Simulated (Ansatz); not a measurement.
DyAu₃ (Pmmn, No. 59; cell taken from a computed entry), treated with r²SCAN (plane waves, PAW; Ansatz, a quantum-chemistry and plane-wave program).

Numerical settings: plane-wave cutoff 500 eV, 12×10×12 k mesh (along the axes of the cell as run), Fermi–Dirac smearing 0.1 eV, spin-polarised start, scalar-relativistic PAW data made under PBE.

Computed at the level's own relaxed cell.

**Question.** Estimate the equilibrium volume per atom that the calculation returns.

**Answer.** 
- equilibrium volume per atom = 20.02 Å³/atom

Note: the magnetic order was assumed, not searched for or taken from measurement; the relaxation could not lower the start's symmetry, so the cell can be a saddle point above a distorted one; the 4f shell is treated without U or exact exchange, so its levels and filling can be wrong.

Spin–orbit coupling is not included; it can shift volumes and moduli of such heavy elements.

The computed numbers hold no vibrational or temperature effects.

It cost roughly 3 core-hours of CPU time.
